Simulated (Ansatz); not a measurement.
## CoSi2 under a change: pressure 18 GPa

Consider CoSi₂ (space group Fm-3m, No. 225; a = 5.315 Å; non-magnetic).

Modification: a hydrostatic pressure of 18 GPa.

Computed with Ansatz (a quantum-chemistry and plane-wave program), r2SCAN, PAW, cutoff 500 eV, without spin-orbit coupling. Γ-centred 15×15×15 mesh, Fermi–Dirac width 0.05 eV.

* **Volume per atom**: 11.58 Å³ (base 12.51 Å³)
* **Density**: 5.50 g/cm³ (base 5.09 g/cm³)
* **Lattice parameter a**: 5.180 Å (base 5.315 Å)
* **Enthalpy H = E + PV relative to the base's energy**: +1.35 eV/atom
* **Band gap**: zero (base zero)

Final structure:

```xyz
3
Lattice="0.0000 2.5901 2.5901 2.5901 0.0000 2.5901 2.5901 2.5901 0.0000" Properties=species:S:1:pos:R:3 pbc="T T T"
Co     0.0000     0.0000     0.0000
Si     1.2951     1.2951     1.2951
Si     3.8852     3.8852     3.8852
```

Load acts through the strain it causes; cell and atoms are relaxed under it. No phonon test of stability was made. Competing high-pressure phases were not computed. Starting moments died away, wholly or in part, for the base; another magnetic solution may exist. The final runs are not spin-polarised. An odd electron count without spin: CoSi2.
